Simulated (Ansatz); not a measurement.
Levels about the gap of amorphous Te24O36 (60 atoms in a cell of 1233 Å³, 4.90 g/cm³; zone centre alone, so wide bands show as single levels with stretches between that a denser mesh fills), at the geometry that PBE relaxed, where it gives 0.0 GPa on a denser mesh. The participation number counts the atoms over which a state spreads; weights are charges in smoothed Voronoi cells. The levels come from a single point, so bond lengths are those of that geometry. Method of the levels: PBE, scalar-relativistic without spin-orbit coupling (Ansatz, an electronic-structure program). Sampling: the zone centre alone; Fermi-Dirac width 0.02 eV; no spin polarisation. The usual formal charges leave 24 electrons over, so the level spacing at the Fermi energy parts defect or band states and needn't be the band gap. At PBE the levels at the filled edge of the gap are localised (band-tail or defect states), and the nearest spread-out levels lie 2.1 eV apart at the zone centre.

It comes from a melt-quench run on a machine-learned potential (CHGNet), relaxed afterwards by DFT. O atoms were pushed apart under 1.9 Å during the dynamics, to hinder bonds among them. The hot cell started wider than the set density and was brought back towards it in steps. It is the lowest in DFT energy of 2 quenches. It is a model cell: composition and starting density were chosen by hand, and all elements were melted together. No dispersion term was used. Its density started from a set value of 5.75 and ended at 4.90 g/cm³. The quench (nominally 150 K/ps over its main leg) was far faster than any real one, so the model tends to hold more defects than a real film. One small periodic cell is one sample of the glass; other quenches scatter about these values. The volume was free in the relaxation, at fixed shape. On a 2×2×2 Γ-centred mesh force components of up to 0.16 eV/Å stay, since the relaxation ran on the zone centre alone.

| E - E(highest filled), eV | filling | participation number | largest on | weight Te | weight O |
|---|---|---|---|---|---|
| -1.04 | filled | 6.6 | Te, 2 neighbours | 0.66 | 0.34 |
| -0.95 | filled | 20.1 | Te, 2 neighbours | 0.52 | 0.48 |
| -0.83 | filled | 6.6 | Te, 2 neighbours | 0.74 | 0.26 |
| -0.61 | filled | 8.0 | Te, 2 neighbours | 0.72 | 0.28 |
| -0.40 | filled | 6.5 | Te, 2 neighbours | 0.77 | 0.23 |
| -0.28 | filled | 5.5 | Te, 2 neighbours | 0.73 | 0.27 |
| 0.00 | filled | 4.6 | Te, 2 neighbours | 0.76 | 0.24 |
| 1.15 | empty | 18.2 | Te, 3 neighbours | 0.69 | 0.31 |
| 1.31 | empty | 23.2 | Te, 3 neighbours | 0.70 | 0.30 |
| 1.58 | empty | 28.3 | Te, 3 neighbours | 0.58 | 0.42 |
| 1.60 | empty | 11.2 | Te, 4 neighbours | 0.70 | 0.30 |
| 1.68 | empty | 28.8 | Te, 3 neighbours | 0.61 | 0.39 |
| 1.80 | empty | 29.0 | Te, 4 neighbours | 0.58 | 0.42 |
| 1.96 | empty | 30.8 | Te, 5 neighbours | 0.60 | 0.40 |

Most localised among these is the filled level at +0.00 eV, on a Te atom, which has 2 neighbours (Te 2.79 Å, Te 3.14 Å).
